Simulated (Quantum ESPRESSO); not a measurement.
Checking a run of Quantum ESPRESSO on La2Sb (I4/mmm, 6 atoms in the cell). The aim is a self-consistent single point with DFT, PBEsol, plane waves, GBRV 1.5 ultrasoft (PBESOL) pseudopotentials.

Input:

```fortran
&CONTROL
    calculation = 'scf'
    prefix = 'run'
    outdir = './work'
    pseudo_dir = './'
    tprnfor = .true.
    tstress = .true.
/
&SYSTEM
    ibrav = 7
    A = 4.629000000
    C = 18.098000000
    nat = 5
    ntyp = 2
    ecutwfc = 40
    ecutrho = 200
    occupations = 'smearing'
    smearing = 'gauss'
    degauss = 0.0073499
/
&ELECTRONS
    conv_thr = 1.0e-11
/
ATOMIC_SPECIES
Sb   121.7600  sb_pbesol_v1.4.uspp.F.UPF
La   138.9055  la_pbesol_v1.uspp.F.UPF
ATOMIC_POSITIONS {bohr}
Sb    0.000000000    0.000000000    4.709376271
Sb    0.000000000    0.000000000   29.490887133
La   -4.373771115    0.000000000    0.000000000
La    0.000000000    4.373771115    0.000000000
La    0.000000000    0.000000000   10.954344368
La    0.000000000    0.000000000   23.245919035
K_POINTS {automatic}
5 5 5  0 0 0
```

Log, with long lists cut:

```
     G-vector sticks info
     --------------------
     sticks:   dense  smooth     PW     G-vecs:    dense   smooth      PW
     Sum        2453    1971    583                62381    44773    7269

     bravais-lattice index     =            7
     lattice parameter (alat)  =       8.7475  a.u.
   [... lines left out ...]

   Cartesian axes

     site n.     atom                  positions (alat units)
         1        Sb     tau(   1) = (   0.0000000   0.0000000   0.5383657  )
         2        Sb     tau(   2) = (   0.0000000   0.0000000   3.3713341  )
         3        La     tau(   3) = (  -0.5000000   0.0000000   0.0000000  )
         4        La     tau(   4) = (   0.0000000   0.5000000   0.0000000  )
         5        La     tau(   5) = (   0.0000000   0.0000000   1.2522768  )

     number of k points=    18  Gaussian smearing, width (Ry)=  0.0073
                       cart. coord. in units 2pi/alat
        k(    1) = (   0.0000000   0.0000000   0.0000000), wk =   0.0160000
        k(    2) = (  -0.2000000   0.0000000   0.0511548), wk =   0.1280000
        k(    3) = (  -0.4000000   0.0000000   0.1023096), wk =   0.1280000
   [... 15 lines left out ...]

     Dense  grid:    62381 G-vectors     FFT dimensions: (  81,  81,  81)

     Smooth grid:    44773 G-vectors     FFT dimensions: (  75,  75,  75)

     Initial potential from superposition of free atoms

     starting charge      60.9118, renormalised to      63.0000

     negative rho (up, down):  2.358E-01 0.000E+00
     Self-consistent Calculation

     iteration #  1     ecut=    40.00 Ry     beta= 0.70

     negative rho (up, down):  1.923E-01 0.000E+00

     total energy              =    -675.67328733 Ry
     estimated scf accuracy    <       0.76353873 Ry

     iteration #  2     ecut=    40.00 Ry     beta= 0.70

     negative rho (up, down):  1.714E-01 0.000E+00

     total energy              =    -675.12530007 Ry
     estimated scf accuracy    <       4.21854129 Ry

     iteration #  3     ecut=    40.00 Ry     beta= 0.70

     negative rho (up, down):  1.575E-01 0.000E+00

     total energy              =    -675.86676502 Ry
     estimated scf accuracy    <       1.15155928 Ry

   [... 13 blocks of this kind left out ...]

     iteration # 17     ecut=    40.00 Ry     beta= 0.70

     negative rho (up, down):  1.573E-01 0.000E+00

     total energy              =    -675.95727596 Ry
     estimated scf accuracy    <          1.3E-11 Ry

     iteration # 18     ecut=    40.00 Ry     beta= 0.70

     negative rho (up, down):  1.573E-01 0.000E+00
     End of self-consistent calculation

     the Fermi energy is     8.6650 ev

!    total energy              =    -675.95727596 Ry
     estimated scf accuracy    <          2.5E-13 Ry
     smearing contrib. (-TS)   =      -0.00275408 Ry
     internal energy E=F+TS    =    -675.95452188 Ry

     convergence has been achieved in  18 iterations

     negative rho (up, down):  1.573E-01 0.000E+00

     Forces acting on atoms (cartesian axes, Ry/au):

     atom    1 type  1   force =     0.00000000    0.00000000   -0.03115496
     atom    2 type  1   force =     0.00000000    0.00000000    0.00967190
     atom    3 type  2   force =     0.00000000   -0.00000000    0.02994797
     atom    4 type  2   force =    -0.00000000    0.00000000    0.02994797
   [... lines left out ...]
     Total force =     0.065829     Total SCF correction =     0.000001
   [... lines left out ...]

     negative rho (up, down):  1.573E-01 0.000E+00
          total   stress  (Ry/bohr**3)                   (kbar)     P=      -19.11
  -0.00002425  -0.00000000   0.00000000           -3.57       -0.00        0.00
  -0.00000000  -0.00002425  -0.00000000           -0.00       -3.57       -0.00
   0.00000000  -0.00000000  -0.00034121            0.00       -0.00      -50.19

   JOB DONE.
```

**Question.** Can these results be used? Check the input.

**Answer.** The run is not sound. The fault is an atom count that does not match the list of atoms. The program trusts the stated count: too many runs off the end of the list, too few can drop atoms without a word. To fix it, make the count match the list. The run converged in 18 iterations without an error; against the sound input the pressure goes from -1.55 to -1.91 GPa and the largest force goes from 0.074 to 0.988 eV/Å. The full log also holds: “Warning: card LA    0.000000000    0.000000000   23.245919035 ignored”.

An input that runs soundly differs in these lines (not the only fix; some lines may just follow from the change or write a value another way):
```diff
-    nat = 5
+    nat = 6
```

With that input, the run converged in 17 iterations: free energy E − TS -10590.2468 eV; Fermi level (on the code's own zero) 11.68 eV; pressure -1.55 GPa; largest force (vector length) 0.074 eV/Å (DFT, PBEsol, plane waves, GBRV 1.5 ultrasoft (PBESOL) pseudopotentials).

On the sound input: the starting cell comes from a database of published, mostly measured structures (it also holds non-ambient and calculated ones), without a prior relaxation at this level.
